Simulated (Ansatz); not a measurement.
The parent structure is GaSb in the rock salt structure (space group Fm-3m, No. 225; a = 5.6990 Å; a hypothetical phase, not in the database extracts checked; relaxed with 0.1 eV smearing). Axes: x, y, z lie along the cube axes.

One thing is altered: uniaxial stress, 2 GPa tension along z; all other stress components relax to zero.

Levels (all Ansatz, an electronic-structure program, PAW): PBEsol (420 eV, no spin-orbit coupling); r2SCAN (500 eV, scalar-relativistic without spin-orbit coupling).

The geometry is relaxed with PBEsol.

```
Quantity           Result
---------------  --------
PBEsol pressure  -0.7 GPa
```

Task: Predict the pressure from r2SCAN.

Result: The pressure increases by 1.4 GPa, from -0.7 GPa to 0.7 GPa.

Single points use the geometry relaxed with PBEsol. Their cutoffs differ, which shifts pressures a little. Load acts through the strain it causes; cell and atoms are relaxed under it. Stability under load was not tested beyond the relaxation. The final runs are not spin-polarised.
